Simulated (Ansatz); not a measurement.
Habitual settings against a tight run: Sr2Mg (Cmcm, 6 atoms in the cell)

Self-consistent single point.

```
Sr2Mg
1.0
    6.81000    -3.01023     0.00000
    6.81000     3.01023     0.00000
    0.00000     0.00000     6.01695
Sr Mg
4 2
Direct
  0.38977   0.89629   0.75000
  0.61023   0.10371   0.25000
  0.89629   0.38977   0.25000
  0.10371   0.61023   0.75000
  0.73481   0.26519   0.75000
  0.26519   0.73481   0.25000
```

Method: r2SCAN, default PAW files made with PBE (plane waves; Ansatz, a quantum-chemistry and plane-wave program).

Base settings: basis.ecutwfc = 500 eV; kpoints.mp_grid.grid = 4 4 4; kpoints.mp_grid.shift = 0.5 0.5 0.5; hamiltonian.xc = r2scan; hamiltonian.pseudopotentials = {kind: paw} (the program's default PAW files); scf.occupations.method = cold; scf.occupations.width = 0.05 eV.

Tight run (finer mesh or higher cutoff; not a proven limit): basis.ecutwfc: 500 eV → 700 eV; kpoints.mp_grid.grid: 4 4 4 → 6 6 6; scf.convergence.dr2_threshold: default (1e-07 eV) → 1e-09 eV. It gave Fermi level (on the code's own zero) 5.56 eV; pressure 1.00 GPa; largest force (vector length) 0.091 eV/Å.

Quick runs, as changes from the base:
- A: the base itself
- B: basis.ecutwfc: 500 eV → 335 eV; kpoints.mp_grid.grid: 4 4 4 → 2 2 2; hamiltonian.xc: r2scan → lda; scf.convergence.dr2_threshold: default (1e-07 eV) → 0.001 eV [LDA (PW92)]
- C: basis.ecutwfc: 500 eV → 250 eV
- D: basis.ecutwfc: 500 eV → 350 eV; scf.occupations.method: cold → fermi_dirac; scf.occupations.width: 0.05 eV → 0.136 eV

Energies are extrapolated to zero smearing width, which holds to low order in the width alone.

Dashes: energy of B, another energy zero; count of B, another kind of functional, whose work the count does not hold.

† marks runs with another functional, U, potentials or spin treatment: their distance from the tight run is not a convergence error alone.

The count of work is k-points × plane waves × bands × iterations; it is no time. 

Pressures in the table are Ansatz's without its Pulay estimate, at a fixed set of plane waves; the tight run's value above holds the estimate.

The starting cell comes from a database of computed structures (which also holds hypothetical and non-ambient phases and stackings), without a prior relaxation at this level. Its lattice was rescaled by a random factor within 2.5 % of one.

```
run  energy less tight (meV/atom)  pressure less tight (GPa)  largest miss in a force vector (eV/Å)  count of work / tight
---  ----------------------------  -------------------------  -------------------------------------  ---------------------
A                            -1.1                      -0.06                                  0.019                   0.13
B†                              –                      -2.34                                  0.126                      –
C                           103.2                      -3.02                                  0.015                  0.056
D                             1.4                       0.01                                  0.018                  0.095
```

Among the runs at the tight run's level, the energy misses run from 1.1 to 103.2 meV/atom.

Left out of this page: 1 run of the series outside the window shown, repeating another row's setting, or not comparable.

Keys are those of Ansatz 0.2.
